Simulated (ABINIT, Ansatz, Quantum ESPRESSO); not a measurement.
One structure in several programs: Pt (Fm-3m, 1 atom in the cell)

Self-consistent single point.

```
CELL_PARAMETERS angstrom
      0.00000     1.96000     1.96000
      1.96000     0.00000     1.96000
      1.96000     1.96000     0.00000
ATOMIC_POSITIONS crystal
  Pt 0.00000 0.00000 0.00000
```

Shared settings, as Ansatz (a quantum-chemistry and plane-wave program) writes them: kpoints.mp_grid.grid = 12 12 12; magnetization.spin_orbit = true; scf.occupations.method = gaussian; scf.occupations.width = 0.01 Ry. Potentials and cutoffs stand in the table.

```csv
code,model,pressure (GPa),cutoff
Ansatz,"PBE with spin-orbit coupling, default PAW files",10.74,default
ABINIT,"PBE, spin-orbit coupling, PAW (JTH v2.0 PBE PAW)",11.31,21 Ha
Quantum ESPRESSO,"PBE, spin-orbit coupling, PseudoDojo fully relativistic norm-conserving (PBE) pseudopotentials",10.83,85 Ry
```

The spread over the programs that give each value: pressure within 0.57 GPa.

Ansatz's pressure is given at a fixed set of plane waves, as the other plane-wave codes print theirs; with its correction for the finite basis it is 10.82 GPa.

The starting cell has typed, rounded lattice constants, without a prior relaxation at this level.

Left out of this page: Elk, FLEUR and SIESTA (not drawn, or without a comparable value).

Keys are those of Ansatz 0.2.
